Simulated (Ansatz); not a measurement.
## Carrier properties of monolayer PtSe₂

Data:

```yaml
crystal:
  lattice:
    - [3.70252, 0.00000, 0.00000]
    - [-1.85126, 3.20647, 0.00000]
    - [0.00000, 0.00000, 18.98202]
  atoms:
    - { symbol: Pt, position: [0.00000, 0.00000, 0.50000] }
    - { symbol: Se, position: [0.33333, 0.66667, 0.56946] }
    - { symbol: Se, position: [0.66667, 0.33333, 0.43054] }
```

Calculation: r2SCAN, rigid bands (plane waves, PAW, scalar-relativistic; Ansatz, an electronic-structure program). Condition of this run: functional r2SCAN. Cell: cell and atoms relaxed with r2SCAN.

| Property | Value |
|---|---|
| band gap | 1.59 eV |
| electron conductivity mass (300 K, dilute) | 0.33 mₑ |
| effective density of states N_c (300 K) | 2.3e13 cm⁻² |
| Seebeck coefficient, n-type 1.9e12 cm⁻², 300 K | -390 μV/K |

Rigid bands; masses and Seebeck coefficients take one relaxation time τ for all states and one kind of carrier; polarons and phonon drag are left out. Spin-orbit coupling is left out; with 5d elements it also splits d-like band edges.

Model free-standing layer, not matched to a measured one here: monolayer PtSe2.
